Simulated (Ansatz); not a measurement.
Here is the system:

```yaml
crystal:
  lattice:
    - [3.46796, 0.00000, 0.00000]
    - [0.00000, 3.46796, 0.00000]
    - [0.00000, 0.00000, 4.91580]
  atoms:
    - { symbol: Zr, position: [0.00000, 0.00000, 0.00000] }
    - { symbol: Zr, position: [0.50000, 0.50000, 0.50000] }
    - { symbol: O, position: [0.00000, 0.50000, 0.23255] }
    - { symbol: O, position: [0.00000, 0.50000, 0.73255] }
    - { symbol: O, position: [0.50000, 0.00000, 0.26745] }
    - { symbol: O, position: [0.50000, 0.00000, 0.76745] }
```

No spin polarisation.

A single point on ZrO2 with a change (pressure 30 GPa), its geometry relaxed with PBEsol.

Level of theory: r2SCAN/PAW in Ansatz (an electronic-structure program), no spin-orbit coupling, earlier PAW set. k-mesh 9×9×7 (Γ-centred); smearing 0.05 eV (Fermi–Dirac).

Q: Estimate the band gap.

A: 4.38 eV.

Q: What gap character does the calculation give?

A: Indirect, M → Γ.

Q: What width of the top valence band does the calculation give?

A: 1.56 eV.

Q: Predict the pressure.

A: 35.86 GPa.

Single points use the geometry relaxed with PBEsol. Load acts through the strain it causes; cell and atoms are relaxed under it. No phonon test of stability was made. Competing high-pressure phases were not computed. The cell was made from ZrO$_{2}$ (space group P4_2/nmc, No. 137) by this change: pressure 30 GPa. This is not the structure that ZrO2 has at room temperature and ambient pressure.
